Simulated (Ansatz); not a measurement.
**LaHfNO2 (model structure, started from the LaTiNO2 type, I2₁2₁2₁, No. 24, 10 atoms in the cell)**

Computed with LDA (Ansatz, a quantum-chemistry and plane-wave program, plane waves, PAW).

Settings: plane-wave cutoff 520 eV, 8×8×8 k mesh, Fermi–Dirac smearing 0.01 eV, scalar-relativistic PAW data made under PBE.

Cell (relaxed with PBEsol):

Space group I2₁2₁2₁ (No. 24); a = 5.828 Å, b = 5.830 Å, c = 8.051 Å, α = 90.00°, β = 90.00°, γ = 90.00°

```json
[
 {"atom": "La", "site": "4b", "symmetry": ".2.", "x": "0.2500", "y": "0.5208", "z": "0.0000"},
 {"atom": "Hf", "site": "4a", "symmetry": "2..", "x": "0.2650", "y": "0.0000", "z": "0.2500"},
 {"atom": "N", "site": "4c", "symmetry": "..2", "x": "0.0000", "y": "0.2500", "z": "0.6869"},
 {"atom": "O", "site": "4b", "symmetry": ".2.", "x": "0.2500", "y": "0.1067", "z": "0.0000"},
 {"atom": "O", "site": "4c", "symmetry": "..2", "x": "0.0000", "y": "0.2500", "z": "0.3075"}
]
```
(The calculation used a cell of 10 atoms; values per cell refer to that cell.)

```yaml
band_gap: 2.34 eV
smallest_direct_gap_on_the_k_points_sampled: 2.53 eV
"Γ–Γ gap": 2.78 eV
```

Note: the relaxation could raise the start's symmetry but not lower it, so the cell can be a saddle point; cell and atoms aren't relaxed at this level (largest force component 0.05 eV/Å, pressure -4.6 GPa).

Spin–orbit coupling is not included.

Computed values are for the static lattice.

A model structure was made by putting elements into a prototype or built by hand; it is no filed structure, need not be a known phase, and can be a saddle point held by its symmetry.
